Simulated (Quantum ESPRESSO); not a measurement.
Input and output of a self-consistent single point for SrMg2 (R-3m, 6 atoms in the cell) (Quantum ESPRESSO).

Method of the run: rVV10, GBRV 1.5 ultrasoft (PBE) pseudopotentials (plane waves; Quantum ESPRESSO 7.5).

```
SrMg2
1.0
    3.17120    -1.83089     5.36402
    0.00000     3.66179     5.36402
   -3.17120    -1.83089     5.36402
Sr Mg
2 4
Direct
  0.12474   0.12474   0.12474
  0.87526   0.87526   0.87526
  0.00000   0.50000   0.50000
  0.50000   0.00000   0.50000
  0.50000   0.50000   0.00000
  0.50000   0.50000   0.50000
```

Reference input (self-consistent single point, DFT, PBEsol, plane waves, GBRV 1.5 ultrasoft (PBESOL) pseudopotentials): ecutwfc = 40 Ry; ecutrho = 200 Ry; occupations = smearing; smearing = methfessel-paxton; degauss = 0.0073499 Ry; potentials = {Sr: sr_pbesol_v1.uspp.F.UPF, Mg: mg_pbesol_v1.4.uspp.F.UPF}; K_POINTS = automatic 5 5 5 0 0 0; conv_thr = 1e-08 Ry. This run's input differs from it in these lines:

```diff
@@ -20,2 +20,3 @@
   degauss = 0.0073499
+  input_dft = 'rvv10'
 /
@@ -25,4 +26,4 @@
 ATOMIC_SPECIES
-Sr    87.6200  sr_pbesol_v1.uspp.F.UPF
-Mg    24.3050  mg_pbesol_v1.4.uspp.F.UPF
+Sr    87.6200  sr_pbe_v1.uspp.F.UPF
+Mg    24.3050  mg_pbe_v1.4.uspp.F.UPF
 ATOMIC_POSITIONS {crystal}
```

The program printed (abridged):

```
     Self-consistent Calculation

     iteration #  1     ecut=    40.00 Ry     beta= 0.70

---- Real-time Memory Report at c_bands before calling an iterative solver
           266 MiB given to the printing process from OS
           112 MiB allocation reported by mallinfo(arena+hblkhd)
------------------

     Threshold (ethr) on eigenvalues was too large:
     Diagonalizing with lowered threshold

---- Real-time Memory Report at c_bands before calling an iterative solver
           339 MiB given to the printing process from OS
           128 MiB allocation reported by mallinfo(arena+hblkhd)
------------------

   [... lines left out ...]

     total energy              =    -642.36127785 Ry
     estimated scf accuracy    <       0.00000001 Ry

     iteration #  9     ecut=    40.00 Ry     beta= 0.70

---- Real-time Memory Report at c_bands before calling an iterative solver
           360 MiB given to the printing process from OS
           149 MiB allocation reported by mallinfo(arena+hblkhd)
------------------

     negative rho (up, down):  1.305E-01 0.000E+00

     ----------------------------------------------------------------

     Non-local correlation energy =              0.403282429733729

     ----------------------------------------------------------------
     End of self-consistent calculation

     the Fermi energy is     5.5632 ev

!    total energy              =    -642.36127785 Ry
     estimated scf accuracy    <          3.3E-09 Ry
     smearing contrib. (-TS)   =      -0.00011403 Ry
     internal energy E=F+TS    =    -642.36116381 Ry

     convergence has been achieved in   9 iterations

     negative rho (up, down):  1.305E-01 0.000E+00

     ----------------------------------------------------------------

     Non-local correlation energy =              0.403282429733729

     ----------------------------------------------------------------

     Forces acting on atoms (cartesian axes, Ry/au):

     atom    1 type  1   force =     0.00000000    0.00000000   -0.00035997
     atom    2 type  1   force =     0.00000000   -0.00000000    0.00035997
   [... lines left out ...]
     Total force =     0.000509     Total SCF correction =     0.000018
   [... lines left out ...]

     ----------------------------------------------------------------

          total   stress  (Ry/bohr**3)                   (kbar)     P=       -4.34
   0.00000263  -0.00000000  -0.00000000            0.39       -0.00       -0.00
  -0.00000000   0.00000263   0.00000000           -0.00        0.39        0.00
   0.00000000   0.00000000  -0.00009377            0.00        0.00      -13.79

   JOB DONE.
```

The run converged in 9 iterations. Against the reference run the pressure goes from -0.58 to -0.43 GPa and the largest force hardly changes (0.012 to 0.009 eV/Å). The full log also holds: “c_bands:  1 eigenvalues not converged”.

The starting cell comes from a database of computed structures (which also holds hypothetical and non-ambient phases and stackings), without a prior relaxation at this level. Its lattice was rescaled by a random factor within 2.5 % of one.

Cost on one core of a shared machine: roughly 2 min.
